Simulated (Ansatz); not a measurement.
The parent structure is GaAs in the zinc blende structure (space group F-43m, No. 216; a = 5.666 Å).

Levels (all Ansatz, a program for electronic structure, PAW, earlier PAW set): r2SCAN (500 eV, no spin-orbit coupling); HSE06 (420 eV, scalar-relativistic without spin-orbit coupling).

Its gap is 0.97 eV with r2SCAN and 1.37 eV with HSE06.

Perturbation: a negative pressure, −2 GPa.

With r2SCAN the gap becomes 0.73 eV.

If the HSE06 correction stayed the same, what would the HSE06 gap be, and what does the HSE06 run give?

A rigid correction of +0.40 eV gives 1.13 eV. The HSE06 run gives 1.12 eV, so the two effects roughly add.

Single points use the geometry relaxed with r2SCAN. Load acts through the strain it causes; cell and atoms are relaxed under it. No phonon test of stability was made.
